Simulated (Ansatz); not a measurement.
Consider a periodic stack without vacuum, fcc Pt (1 1 1) on 3C silicon carbide (1 1 1) (film strained to the substrate, faces as cut): substrate slab C18Si18, film Pt16, surface cells [[1, -2], [1, 1]] and [[0, 2], [-2, 0]], film strained by -4.5 and -4.5 %, faces Si/C and Pt/Pt as cut (like faces can put a slab off its formula). Its start:

```
CELL_PARAMETERS angstrom
      5.36438     0.00000    -0.00858
     -2.68219     4.64569    -0.02083
     -2.49819     2.06019    24.89955
ATOMIC_POSITIONS crystal
  C  0.99872 0.99162 0.07148
  C  0.66698 0.32301 0.07742
  C  0.33439 0.65619 0.07750
  C  0.02821 0.28023 0.17664
  C  0.69803 0.61983 0.17662
  C  0.35847 0.95010 0.17664
  C  0.05735 0.57753 0.27780
  C  0.72322 0.91131 0.27780
  C  0.39116 0.24539 0.27777
  C  0.08655 0.87259 0.37908
  C  0.75315 0.20595 0.37892
  C  0.41993 0.53919 0.37912
  C  0.11596 0.16759 0.47980
  C  0.78329 0.50041 0.47982
  C  0.45045 0.83487 0.47969
  C  0.14949 0.46595 0.58002
  C  0.81288 0.79266 0.58000
  C  0.47604 0.12918 0.57991
  Si 0.99276 0.65343 0.04906
  Si 0.64589 0.00077 0.04906
  Si 0.33814 0.34641 0.04921
  Si 0.02069 0.96125 0.14907
  Si 0.68840 0.29322 0.15259
  Si 0.35505 0.62648 0.15263
  Si 0.05020 0.25376 0.25267
  Si 0.71817 0.58930 0.25267
  Si 0.38259 0.92154 0.25264
  Si 0.07978 0.54944 0.35398
  Si 0.74615 0.88233 0.35398
  Si 0.41269 0.21602 0.35396
  Si 0.10976 0.84408 0.45548
  Si 0.77649 0.17767 0.45511
  Si 0.44320 0.51063 0.45549
  Si 0.13489 0.13894 0.55656
  Si 0.80673 0.46734 0.55654
  Si 0.47783 0.81024 0.55634
  Pt 0.84758 0.10196 0.67221
  Pt 0.35727 0.10673 0.65832
  Pt 0.84291 0.62093 0.65867
  Pt 0.32911 0.59346 0.65764
  Pt 0.55816 0.42337 0.76002
  Pt 0.05907 0.42300 0.76225
  Pt 0.55754 0.91999 0.76497
  Pt 0.06087 0.92117 0.76389
  Pt 0.25710 0.72248 0.86039
  Pt 0.75725 0.72183 0.86103
  Pt 0.25706 0.22193 0.86120
  Pt 0.75856 0.22293 0.86103
  Pt 0.96440 0.02055 0.97589
  Pt 0.46623 0.02655 0.95871
  Pt 0.95913 0.53383 0.95882
  Pt 0.45212 0.51969 0.95817
```

The start was prepared with a machine-learned potential, and the result is one local minimum, with the in-plane cell held and forces under 0.04 eV/Å; the film can end far from its bulk form.

Method: PBE (plane waves to 420 eV, PAW; Ansatz, a program for electronic structure). Scalar-relativistic, without spin–orbit coupling; the runs are not spin-polarised; PBE gaps are too small against experiment. Its k-point mesh 6×6×1, Fermi–Dirac width 0.05 eV.

### Question
Predict the relaxed interface.

### Answer
The interface area comes out as 24.9 Å² and the period is 25.10 Å. The gaps between the outermost planes at the two interfaces comes out as 2.03 and 2.26 Å and the Pt–Si contacts across the interfaces within 1.22 times the sum of covalent radii comes out as 6, mean 2.58 Å. The C–Pt contacts across the interfaces within 1.22 times the sum of covalent radii is 3, mean 2.17 Å, the estimate of the barrier is withheld, since the two interfaces are unlike and the slope of the mean potential energy in the substrate is +4.4 MV/cm × e.
